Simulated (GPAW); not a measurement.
Input and output of a self-consistent single point for SrMg (P3m1, 6 atoms in the cell) (GPAW).

Method: LDA (Perdew-Wang 92), GPAW PAW datasets LDA (gpaw-data 1.0.1) (plane waves; GPAW).

```
SrMg
1.0
    4.27251     0.00000     0.00000
   -2.13625     3.70010     0.00000
    0.00000     0.00000    16.39140
Sr Mg
3 3
Direct
  0.00000   0.00000   0.98261
  0.66667   0.33333   0.53224
  0.00000   0.00000   0.31727
  0.66667   0.33333   0.81771
  0.00000   0.00000   0.69930
  0.66667   0.33333   0.15087
```

Reference input (self-consistent single point, DFT PBEsol, plane waves, GPAW PAW datasets PBEsol (made by gpaw-setup)): mode = pw; ecut = 850 eV; xc = PBEsol; kpts = 6 6 2; mesh shift (steps) = 0 0 0; occupations.name = fermi-dirac; occupations.width = 0.1 eV; nbands = -10; convergence.forces = 0.001 eV/Å; symmetry.symmorphic = false; symmetry.tolerance = 0.0005; maxiter = 150. This run's input differs from it in these lines:

```diff
@@ -17,3 +17,3 @@
 calc = GPAW(mode=PW(850),
-            xc='PBEsol',
+            xc='LDA',
             kpts={'size': (6, 6, 2), 'gamma': True},
```

Its files differ too (potentials: GPAW PAW datasets LDA (gpaw-data 1.0.1)).

The program printed (abridged):

```
     iter     time        total  log10-change:
                         energy   eigst   dens  force
iter:   1 --:--:--   -10.317654
iter:   2 --:--:--   -10.571333   -0.60  -1.52
iter:   3 --:--:--   -10.579492   -1.25  -1.58
iter:   4 --:--:--   -10.526432   -1.74  -1.63
iter:   5 --:--:--   -10.529908   -2.07  -1.75
iter:   6 --:--:--   -10.521889c  -2.78  -2.14
iter:   7 --:--:--   -10.515397c  -3.65  -2.37
iter:   8 --:--:--   -10.508962c  -3.79  -2.44
iter:   9 --:--:--   -10.506519c  -3.96  -2.62
iter:  10 --:--:--   -10.506484c  -4.81  -3.07
   [... 2 lines left out ...]
iter:  13 --:--:--   -10.506309c  -5.79  -3.46
iter:  14 --:--:--   -10.506316c  -6.32  -3.56
iter:  15 --:--:--   -10.506270c  -6.49  -3.68
iter:  16 --:--:--   -10.506271c  -7.01  -3.89
iter:  17 --:--:--   -10.506232c  -7.11  -4.04c
iter:  18 --:--:--   -10.506240c  -7.74c -4.18c
iter:  19 --:--:--   -10.506248c  -8.08c -4.26c -2.75
iter:  20 --:--:--   -10.506253c  -8.34c -4.44c -2.90
iter:  21 --:--:--   -10.506253c  -8.30c -4.57c -3.03c
Converged after 21 iterations.

Dipole moment: (5.141089, -2.968209, 23.163995) |e|*Ang

Energy contributions relative to reference atoms: (reference = -275471.895241)

Kinetic:        -19.186815
Potential:      +24.450815
External:        +0.000000
XC:             -15.048484
Entropy (-ST):   -0.197020
Local:           -0.623259
SIC:             +0.000000
--------------------------
Free energy:    -10.604763
Extrapolated:   -10.506253

Showing only first 2 kpts
 Kpt  Band  Eigenvalues  Occupancy
  0    28      0.75658    2.00000
  0    29      2.57974    1.19115
  0    30      3.36248    0.00117
  0    31      4.66835    0.00000

  1    28      1.59652    1.99993
  1    29      1.97821    1.99669
  1    30      3.86926    0.00001
  1    31      4.16330    0.00000

Fermi level: 2.61844

No gap
   [... lines left out ...]
  0 Sr   -0.00000    0.00000    0.06402
  1 Sr    0.00000    0.00000    0.11058
  2 Sr    0.00000    0.00000   -0.12565
  3 Mg   -0.00000   -0.00000   -0.02342
  4 Mg    0.00000    0.00000   -0.01775
  5 Mg   -0.00000   -0.00000   -0.00767

Stress tensor:
     0.013684     0.000000     0.000000
     0.000000     0.013684     0.000000
     0.000000     0.000000     0.011630
Stress (GPa, Voigt): [2.1924 2.1924 1.8634 0.     0.     0.    ]
```

The run converged in 21 iterations. GPAW prints stress with tension positive. Against the reference run the pressure goes from -1.40 to -2.08 GPa and the largest force goes from 0.117 to 0.126 eV/Å.

The starting cell comes from a database of computed structures (which also holds hypothetical and non-ambient phases and stackings), without a prior relaxation at this level. Its lattice was rescaled by a random factor within 2.5 % of one.

Cost on one core of a shared machine: roughly 4 min.
